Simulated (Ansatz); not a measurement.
Defect: interstitial P in silicon, charge state -1. Calculation: PBE, PAW (plane waves to 420 eV; Ansatz, a quantum-chemistry and plane-wave program).

Settings: 216 host sites, the relaxed PBE lattice, one k-point at (0.250, 0.250, 0.250), smearing 0.01 eV, spin-restricted, no image-charge correction. Static, classical nuclei. The charge state is imposed; whether it is stable for some Fermi level was not computed. Sites that were not tried may lie lower.

Barriers: single points on a 2×2×2 k-point mesh shifted by half a step at the bands' geometries.

The step: P moves alone to another site. Atoms about the jump, Cartesian Å from the middle of the jump, before and after:

```csv
atom,x0,y0,z0,x1,y1,z1
P1,-0.01,0.42,0.42,0.01,-0.42,-0.42
Si2,1.91,-0.60,0.60,1.92,-0.62,0.61
Si3,-0.19,1.44,-1.51,-0.18,1.49,-1.47
Si4,0.21,-1.79,1.74,0.21,-1.76,1.77
Si5,-1.32,-0.25,-2.64,-1.35,-0.19,-2.65
Si6,-1.34,2.62,0.19,-1.31,2.61,0.22
Si7,-2.53,-1.59,-1.10,-2.55,-1.60,-1.13
Si8,-2.55,1.12,1.59,-2.53,1.08,1.57
Si9,-1.18,-2.99,0.26,-1.19,-2.97,0.27
Si10,-1.19,-0.28,2.96,-1.18,-0.28,2.98
Si11,2.95,-1.70,-1.16,3.04,-1.73,-1.10
Si12,3.04,1.08,1.72,2.97,1.14,1.70
Si13,-3.94,-0.25,0.25,-3.94,-0.26,0.23
```

Predict the transition state.


```
atom      x      y      z
----  -----  -----  -----
P1    -0.15  -0.01  -0.04
Si2    1.83  -0.57   0.58
Si3   -0.20   1.56  -1.59
Si4    0.23  -1.82   1.81
Si5   -1.34  -0.19  -2.64
Si6   -1.32   2.60   0.18
Si7   -2.53  -1.59  -1.11
Si8   -2.52   1.09   1.58
Si9   -1.17  -2.97   0.28
Si10  -1.17  -0.30   2.97
Si11   2.98  -1.70  -1.11
Si12   2.99   1.10   1.70
Si13  -3.94  -0.26   0.24
```
It lies 0.085 eV above the start and 0.085 eV above the end. The program found a first-order saddle point.
